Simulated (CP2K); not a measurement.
Input and output of a self-consistent single point for CaZn (P1, 2 atoms in the cell) (CP2K).

Level of theory: PBEsol, GPW, DZVP-MOLOPT-SR-GTH basis, GTH-PBE potentials (GTH_POTENTIALS) (CP2K).

The change in words: lattice scaled by 0.98. Reference geometry:
```xyz
2
Lattice="4.8561 0.0000 0.0000 3.2755 3.5850 0.0000 3.2755 1.4441 3.2813" Properties=species:S:1:pos:R:3 pbc="T T T"
Ca    -0.0446    -0.0174    -0.0189
Zn     5.7481     2.5320     1.6596
```

Reference input (self-consistent single point, DFT PBEsol, GPW, DZVP-MOLOPT-SR-GTH basis, GTH-PBE potentials (GTH_POTENTIALS)): CUTOFF = 600 Ry; REL_CUTOFF = 50 Ry; SMEAR/METHOD = GAUSSIAN; SIGMA = 0.2 eV; KPOINTS/SCHEME = MONKHORST-PACK 7 7 7; XC_FUNCTIONAL = PBE:PBESOL; Ca/BASIS_SET = DZVP-MOLOPT-SR-GTH-q10; Ca/POTENTIAL = GTH-PBE-q10; Zn/BASIS_SET = DZVP-MOLOPT-SR-GTH-q12; Zn/POTENTIAL = GTH-PBE-q12; METHOD = GPW; EPS_DEFAULT = 1e-10. This run's input differs from it in these lines:

```diff
@@ -65,4 +65,4 @@
     &CELL
-      ABC 4.85608100 4.85608099 4.85608070
-      ALPHA_BETA_GAMMA 47.58300933 47.58301048 47.58301352
+      ABC 4.75895900 4.75895877 4.75895896
+      ALPHA_BETA_GAMMA 47.58301206 47.58301558 47.58301351
       PERIODIC XYZ
```

Output (repeated stretches shortened):

```
 SCF WAVEFUNCTION OPTIMIZATION

  Step     Update method      Time    Convergence         Total energy    Change
     1 NoMix/Diag. 0.30E+00      -     1.32726607       -97.2517694929 -9.73E+01
     2 Broy./Diag. 0.30E+00      -     0.10210112       -97.2780544187 -2.63E-02
     3 Broy./Diag. 0.30E+00      -     0.04182815       -97.0407670594  2.37E-01
     4 Broy./Diag. 0.30E+00      -     0.02332209       -97.0200516157  2.07E-02
     5 Broy./Diag. 0.30E+00      -     0.00339540       -97.0330457750 -1.30E-02
     6 Broy./Diag. 0.30E+00      -     0.00068824       -97.0333375525 -2.92E-04
   [... 4 lines left out ...]
    11 Broy./Diag. 0.30E+00      -     0.00000120       -97.0278786522  1.38E-05
    12 Broy./Diag. 0.30E+00      -     0.00000060       -97.0278812403 -2.59E-06
    13 Broy./Diag. 0.30E+00      -     0.00000031       -97.0278816603 -4.20E-07
    14 Broy./Diag. 0.30E+00      -     0.00000003       -97.0278809829  6.77E-07
  *** SCF run converged in    14 steps ***

  Overlap energy of the core charge distribution:               0.00000000000000
  Self energy of the core charge distribution:               -151.98229203865651
  Core Hamiltonian energy:                                     42.20406949522074
  Hartree energy:                                              26.59842744680869
  Exchange-correlation energy:                                -13.84696198876513
  Smearing free energy correction:                             -0.00112389740789
  Fermi energy:                                                 0.16930076490607

  Total energy:                                               -97.02788098286560
  Total energy (extrapolated to sigma->0):                    -97.02731903416165

                     Mulliken Population Analysis

   [... lines left out ...]

 STRESS| Analytical stress tensor [bar]
 STRESS|                        x                   y                   z
 STRESS|      x        1.18412394808E+03  -4.94389636680E+03  -2.79312940482E+03
 STRESS|      y       -4.94389636680E+03   1.00040246890E+04  -1.34373996661E+03
 STRESS|      z       -2.79312940482E+03  -1.34373996661E+03   1.09927097947E+04
 STRESS| 1/3 Trace                                             7.39361947726E+03
```

The run converged in 14 iterations. Against the reference run the free energy drops by 1.9 meV/atom, the pressure goes from -1.00 to 0.74 GPa and the largest force goes from 0.263 to 0.304 eV/Å.

The starting cell comes from a database of computed structures (which also holds hypothetical and non-ambient phases and stackings), without a prior relaxation at this level. Its atoms were displaced at random from the sites of space group no. 166. For this run, on top of that: lattice scaled by 0.98. Values carry the incompleteness of an atom-centred basis. The potentials were made for another functional than the one used.

Cost on one core of a shared machine: roughly 50 s.
